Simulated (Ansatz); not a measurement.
SiO2 (P4₁2₁2, No. 92) was calculated with PBEsol (plane waves, PAW; Ansatz, a quantum-chemistry and plane-wave program).

Settings: plane-wave cutoff 500 eV, 6×6×6 k mesh, gaussian smearing 0.02 eV, scalar-relativistic PAW data made under PBE.

Computed at the level's own relaxed cell.

Give the computed equilibrium volume per atom, lattice constant a, lattice parameter c and band gap.


* **equilibrium volume per atom**: 14.82 Å³/atom
* **lattice constant a**: 5.034 Å
* **lattice parameter c**: 7.020 Å
* **band gap**: 5.57 eV (on the SCF k mesh)
